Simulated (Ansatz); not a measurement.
Results of HSE06 (PAW; Ansatz, a program for electronic structure) for AlB2-type TiB2.

Settings: plane-wave cutoff 500 eV, 12×12×8 k mesh (along the axes of the cell as run), Fermi–Dirac smearing 0.05 eV, no spin polarisation, scalar-relativistic PAW data made under PBE.

Computed at the level's own relaxed cell.

Problem. Predict the equilibrium volume per atom, lattice constant a and lattice parameter c.

Solution. 
* **equilibrium volume per atom**: 8.40 Å³/atom
* **lattice constant a**: 3.014 Å
* **lattice parameter c**: 3.202 Å

Measured, for comparison: lattice constant a 3.029 Å, lattice parameter c 3.229 Å (293 K, not corrected to a static lattice; as tabulated in R. G. Munro, J. Res. NIST 105, 709 (2000), Material Properties of Titanium …). Computed (rounded) less measured: lattice constant a -0.5 %, lattice parameter c -0.8 %. A static lattice is as a rule a little smaller and stiffer than an uncorrected measurement, which narrows the difference in the lattice constant a, lattice parameter c and would widen misses of the other sign.

Note: exact exchange on metals is sensitive to the k mesh and can open a false gap.

The computed numbers hold no vibrational or temperature effects.

The result took roughly 17 core-minutes.
